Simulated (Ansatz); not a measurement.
System: RuIr (model structure, started from the CuAu type, P4/mmm, No. 123, 2 atoms in the cell). Method: r²SCAN in Ansatz (PAW).

Run with plane-wave cutoff 560 eV, 20×20×16 k mesh (along the axes of the cell as run), Fermi–Dirac smearing 0.05 eV, no spin polarisation, scalar-relativistic PAW data made under PBE.

Cell (relaxed at this level):

```cif
data_IrRu
_chemical_formula_sum 'Ru1 Ir1'
_space_group_name_H-M_alt 'P 1'
_space_group_IT_number 1
_cell_length_a 2.69231
_cell_length_b 2.69231
_cell_length_c 3.82100
_cell_angle_alpha 90.000
_cell_angle_beta 90.000
_cell_angle_gamma 90.000
loop_
_space_group_symop_operation_xyz
  'x, y, z'
loop_
_atom_site_label
_atom_site_type_symbol
_atom_site_fract_x
_atom_site_fract_y
_atom_site_fract_z
_atom_site_occupancy
Ru1 Ru 0.50000 0.50000 0.50000 1
Ir1 Ir 0.00000 0.00000 0.00000 1
```

### Question
Predict the bulk modulus B0.

### Answer

- bulk modulus B0: 358 GPa

Note: the run has no spin polarisation, so it can have missed a magnetic state; the bulk modulus is −V dP/dV from two relaxed cells at ±2 % in volume; the relaxation could raise the start's symmetry but not lower it, so the cell can be a saddle point.

Spin–orbit coupling is not included.

Static lattice: no zero-point or thermal effects.

Computing time: very roughly 7 core-minutes.

A model structure was made by putting elements into a prototype or built by hand; it is no filed structure, need not be a known phase, and can be a saddle point held by its symmetry.

Ansatz is a first-principles code.
